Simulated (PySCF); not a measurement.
PySCF 2.14.0, TPSSH/def2-svp, df: acetylacetone (CC(=O)C=C(C)O), 15 atoms. The geometry is a generated start, not checked to be a minimum at this level.

| Property | Result |
|---|---|
| task | energy |
| method | tpssh |
| basis | def2-svp |
| two-electron scheme | density fitting |
| mol.max_memory | 3000 MB |
| mf.max_cycle | 100 |
| mf.conv_tol | 1e-09 (default) |
| mf.grids.level | 3 (default) |
| basis functions | 138 |
| grid points | 177224 |

```xyz
15

C      2.4820    -0.1019     0.2266
C      1.0325    -0.5303     0.1178
O      0.7144    -1.7021     0.1612
C      0.1024     0.5756    -0.0482
C     -1.2395     0.4641    -0.1275
C     -2.0069    -0.8093    -0.1053
O     -2.0355     1.5470    -0.2433
H      2.8383     0.1839    -0.7637
H      2.5886     0.7518     0.8920
H      3.0859    -0.9320     0.5902
H      0.5414     1.5659    -0.0859
H     -3.0033    -0.6239     0.2884
H     -2.1011    -1.1929    -1.1208
H     -1.4834    -1.5573     0.4827
H     -1.5158     2.3612    -0.2643
```

With the defaults (mf.DIIS = CDIIS, mf.diis = true, mf.diis_damp = 0, mf.diis_space = 8, mf.init_guess = minao, mf.damp = 0, mf.diis_start_cycle = 1) it converges in 13 Fock builds. One run each on 2 threads, 1 BLAS thread, with these changes:
- mf.init_guess = sap
- mf.diis_space = 12
- mf.diis_space = 5
- mf.DIIS = ADIIS
- mf.diis = false
- mf.damp = 0.7, mf.diis_start_cycle = 8
- mf.DIIS = EDIIS
- mf.init_guess = atom
- mf.diis_damp = 0.3

Name the settings that don't reach the solution of the defaults.

No convergence: mf.DIIS = EDIIS; mf.diis = false (the run ends without SCF convergence in 100 cycles). The rest reach the solution of the defaults.

```json
[
 {"setting": "the defaults", "Fock builds": "13", "end": "same solution"},
 {"setting": "mf.diis_damp = 0.3", "Fock builds": "13", "end": "same solution"},
 {"setting": "mf.diis_space = 12", "Fock builds": "13", "end": "same solution"},
 {"setting": "mf.init_guess = atom", "Fock builds": "14", "end": "same solution"},
 {"setting": "mf.diis_space = 5", "Fock builds": "16", "end": "same solution"},
 {"setting": "mf.init_guess = sap", "Fock builds": "16", "end": "same solution"},
 {"setting": "mf.damp = 0.7, mf.diis_start_cycle = 8", "Fock builds": "16", "end": "same solution"},
 {"setting": "mf.DIIS = ADIIS", "Fock builds": "25", "end": "same solution"},
 {"setting": "mf.DIIS = EDIIS", "Fock builds": "101", "end": "no convergence"},
 {"setting": "mf.diis = false", "Fock builds": "101", "end": "no convergence"}
]
```
